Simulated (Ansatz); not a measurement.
K₃AgSn₃Se₈ (P4/nbm, No. 125; cell taken from a computed entry), treated with PBE0 (Ansatz, an electronic-structure program, PAW).

Run with plane-wave cutoff 460 eV, 4×4×2 k mesh (along the axes of the cell as run), Fermi–Dirac smearing 0.01 eV, no spin polarisation, scalar-relativistic PAW data made under PBE.

Cell (relaxed with PBEsol):

```
CELL_PARAMETERS angstrom
      8.06814     0.00000     0.00000
      0.00000     8.06814     0.00000
      0.00000     0.00000    13.32069
ATOMIC_POSITIONS crystal
  K  0.50000 0.50000 0.27158
  K  0.50000 0.50000 0.72842
  K  0.00000 0.00000 0.72842
  K  0.00000 0.00000 0.27158
  K  0.00000 0.00000 0.00000
  K  0.50000 0.50000 0.00000
  Ag 0.00000 0.50000 0.00000
  Ag 0.50000 0.00000 0.00000
  Sn 0.00000 0.50000 0.23805
  Sn 0.50000 0.00000 0.23805
  Sn 0.00000 0.50000 0.76195
  Sn 0.50000 0.00000 0.76195
  Sn 0.50000 0.00000 0.50000
  Sn 0.00000 0.50000 0.50000
  Se 0.31708 0.18292 0.86577
  Se 0.81708 0.31708 0.86577
  Se 0.68292 0.81708 0.86577
  Se 0.18292 0.68292 0.86577
  Se 0.31708 0.81708 0.13423
  Se 0.81708 0.68292 0.13423
  Se 0.68292 0.18292 0.13423
  Se 0.18292 0.31708 0.13423
  Se 0.33157 0.16843 0.37304
  Se 0.83157 0.33157 0.37304
  Se 0.66843 0.83157 0.37304
  Se 0.16843 0.66843 0.37304
  Se 0.33157 0.83157 0.62696
  Se 0.83157 0.66843 0.62696
  Se 0.66843 0.16843 0.62696
  Se 0.16843 0.33157 0.62696
```

### Question
Predict the band gap and smallest direct gap on the k points sampled.

### Answer

- band gap = 2.67 eV
- smallest direct gap on the k points sampled = 2.72 eV

Note: cell and atoms aren't relaxed at this level (largest force component 0.23 eV/Å, pressure 0.7 GPa).

Spin–orbit coupling is not included.

The computed numbers hold no vibrational or temperature effects.
